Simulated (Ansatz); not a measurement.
A dielectric-response calculation of Sr₄As₂O (I4/mmm, 7 atoms in the cell) with Ansatz (a program for electronic structure).

Method of the run: LDA (PW92), default PAW files made with PBE (plane waves; Ansatz).

```
Sr4As2O
1.0
   -2.43616     2.43616     8.19896
    2.43616    -2.43616     8.19896
    2.43616     2.43616    -8.19896
Sr As O
4 2 1
Cartesian
  0.00000   0.00000  11.04088
  0.00000   0.00000   5.35704
  0.00000   2.43616   0.00000
  2.43616   0.00000   0.00000
  0.00000   0.00000  14.17059
  0.00000   0.00000   2.22733
  0.00000   0.00000   8.19896
```

Reference input (self-consistent single point, DFT, LDA (PW92), plane waves, default PAW files made with PBE): basis.ecutwfc = 420 eV; kpoints.mp_grid.grid = 5 5 5; hamiltonian.xc = lda; hamiltonian.pseudopotentials = {kind: paw} (the program's default PAW files); scf.occupations.method = fermi_dirac; scf.occupations.width = 0.02 eV. This run's input differs from it in these lines:

Ansatz 0.2 input:
```diff
@@ -18,3 +18,3 @@
   mp_grid:
-    grid: [5, 5, 5]
+    grid: [4, 4, 4]
 hamiltonian:
@@ -25,8 +25,5 @@
   occupations:
-    method: fermi_dirac
-    width: 0.02
-output:
-  forces: true
-  eigenvalues: true
-  stress: true
+    method: fixed
+dielectric:
+  field_mesh: kpoints
```

Output (repeated stretches shortened):

```
SCF iter   1: F=—  HF=-23889.116655 eV  |F-HF|=—  |Δ(HF+E_count)|=         —  Δρ=8.67e-3  dr2=1.41e-1  ethr=1.77e-3  ⟨swp⟩=6.0  Hψ=4379  notcnv=0  defer=123
all-band conjugate gradients solve this SCF's bands
preconditioner: auto → Resta (q_TF=auto, 2.333 Å⁻¹)
SCF iter   2: F=—  HF=-23889.095692 eV  |F-HF|=—  |Δ(HF+E_count)|=   2.10e-2  Δρ=5.26e-3  dr2=3.34e-2  ethr=1.85e-4  ⟨swp⟩=2.9  Hψ=2259  notcnv=0  defer=140
   [... lines left out ...]
SCF iter   7: F=—  HF=-23889.088280 eV  |F-HF|=—  |Δ(HF+E_count)|=   1.10e-4  Δρ=5.84e-6  dr2=6.17e-8  ethr=5.35e-10  ⟨swp⟩=2.0  Hψ=1921  notcnv=0  defer=101
SCF iter   8: F=—  HF=-23889.088280 eV  |F-HF|=—  |Δ(HF+E_count)|=   2.08e-8  Δρ=1.46e-6  dr2=9.78e-9  ethr=8.12e-11  ⟨swp⟩=2.0  Hψ=1853  notcnv=0  defer=101
SCF iter   9: F=—  HF=-23889.088280 eV  |F-HF|=—  |Δ(HF+E_count)|=  7.97e-10  Δρ=4.30e-7  dr2=3.86e-10  ethr=1.29e-11  ⟨swp⟩=2.0  Hψ=1853  notcnv=0  defer=101
SCF iter  10: F=-23889.088280 eV  HF=-23889.088280 eV  |F-HF|=7.28e-12  |Δ(HF+E_count)|=  2.26e-10  Δρ=1.08e-7  dr2=2.15e-11  ethr=1.00e-12  ⟨swp⟩=14.5  Hψ=5472  notcnv=0
SCF 1 converged in 10 iterations: F = -23889.088280 eV  dr2 = 2.15e-11
DFPT response loops at Γ: preconditioner auto → Resta (q_TF=auto, 2.333 Å⁻¹)  ε∞=7.4 (no band partly filled) …
   [... lines left out ...]
WARN: field response: the 4×4×4 k-mesh looks too coarse for the field response at k = (0.0000, 0.0000, 0.0000), direct gap 1.297 eV …
Free energy (F): -23889.088280 eV
Fermi energy:    7.392463 eV
   [... lines left out ...]
         0.00000   -3.31431    0.00000
        -0.00000    0.00000   -3.13119
    site 6:
        -3.33710   -0.00000    0.00000
         0.00000   -3.33710   -0.00000
         0.00000    0.00000   -2.78173
  Z* charge neutrality: 9.932e-6 e pre-enforcement
  k-mesh period / interband length: 19.5 Å / 2.43 Å = 8.03 at k = (0.0000, 0.0000, 0.0000), direct gap 1.297 eV — UNDER 14: by this measure the k-mesh is too coarse for the response
```

The run converged in 10 iterations. 

Summary of the result:
- Free energy E − TS (on the zero of these files): -23889.0883 eV
- Top of the valence band (on the code's own zero): 7.39 eV
- Gap on the k-point mesh: 1.10 eV
- ε∞ at this k-point mesh, which may be far from converged in small-gap cells (xx, yy, zz): 7.74, 7.74, 7.53
- Born charges at this mesh (mean of the diagonal, e): Sr 2.43, Sr 2.43, Sr 2.40, Sr 2.40, As -3.25, As -3.25, O -3.15

The starting cell comes from a database of computed structures (which also holds hypothetical and non-ambient phases and stackings), without a prior relaxation at this level. Its lattice was rescaled by up to half a per cent.

Cost on one core of a shared machine: roughly 6 min.
